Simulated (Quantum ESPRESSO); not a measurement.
Several settings converged on MnBe₃ (Pm-3m, 4 atoms in the cell)

```yaml
crystal:
  lattice:
    - [3.23548, 0.00000, 0.00000]
    - [0.00000, 3.23548, 0.00000]
    - [0.00000, 0.00000, 3.23548]
  atoms:
    - { symbol: Be, position: [0.00000, 0.50000, 0.50000] }
    - { symbol: Be, position: [0.50000, 0.00000, 0.50000] }
    - { symbol: Be, position: [0.50000, 0.50000, 0.00000] }
    - { symbol: Mn, position: [0.00000, 0.00000, 0.00000], spin: 4.0 }
```
(The spins are starting values, not results.)

Base method: LDA (PW92), PseudoDojo standard norm-conserving (LDA) pseudopotentials (plane waves; Quantum ESPRESSO).

Base settings: ecutwfc = 100 Ry; occupations = smearing; smearing = gauss; degauss = 0.0073499 Ry; nspin = 2; potentials = {Be: Be.upf, Mn: Mn.upf}; K_POINTS = automatic 5 5 5 0 0 0; conv_thr = 1e-09 Ry; mixing_beta = 0.3.

Core times come from one kind of shared machine, to one figure; runs under 30 s give none.

**Zone-centre phonons against the cutoff**

In this ladder: ph.x.tr2_ph = 1e-14; ph.x.fildyn = dyn.G; dynmat.x.fildyn = dyn.G; dynmat.x.asr = crystal.

The mesh stays at the base's, so the ladder's end is converged at best in this setting alone.

Frequencies are those of the unrelaxed cell, without the LO-TO term of polar crystals.

Only quantities that move along the ladder and can be compared are tabulated.

| ecutwfc | highest zone-centre frequency (cm⁻¹) | lowest optical frequency (cm⁻¹) |
|---|---|---|
| 50 Ry | 511.2 | 407.7 |
| 70 Ry | 562.9 | 470.5 |
| 100 Ry | 564.3 | 469.3 |
| 150 Ry | 564.3 | 469.0 |

Coarsest ecutwfc that holds the highest zone-centre frequency within 2 cm⁻¹ of the last step, with all finer ones: 70 Ry; the step before is off by 53 cm⁻¹.

Coarsest ecutwfc that holds the lowest optical frequency within 5 cm⁻¹ of the last step, with all finer ones: 70 Ry; the step before is off by 61 cm⁻¹.

**Zone-centre phonons against the SCF threshold**

In this ladder: ph.x.tr2_ph = 1e-14; ph.x.fildyn = dyn.G; dynmat.x.fildyn = dyn.G; dynmat.x.asr = crystal.

The mesh stays at the base's, so the ladder's end is converged at best in this setting alone.

Frequencies are those of the unrelaxed cell, without the LO-TO term of polar crystals.

Only quantities that move along the ladder and can be compared are tabulated.

```tsv
conv_thr	highest zone-centre frequency (cm⁻¹)	lowest optical frequency (cm⁻¹)	core time / last (rough)
7.3e-05 Ry	598.6	498.5	1.0
7.3e-07 Ry	564.5	465.7	1
7.3e-09 Ry	564.5	467.8	1
7.3e-13 Ry	564.3	468.7	1
```

Coarsest conv_thr that holds the lowest optical frequency within 10 cm⁻¹ of the last step, with all finer ones: 7.3e-07 Ry; the step before is off by 30 cm⁻¹.

Coarsest conv_thr that holds the highest zone-centre frequency within 10 cm⁻¹ of the last step, with all finer ones: 7.3e-07 Ry; the step before is off by 34 cm⁻¹.

On the base run: the starting cell comes from a database of computed structures (which also holds hypothetical and non-ambient phases and stackings), without a prior relaxation at this level. Its lattice was rescaled by up to half a per cent. With one magnetic atom in the cell only a parallel order is possible. In the base run, with a pressure of about -7 GPa the cell is away from its equilibrium volume at this level. Without a gap this mesh is coarse (it stands for a supercell whose shortest vector is 16 Å).
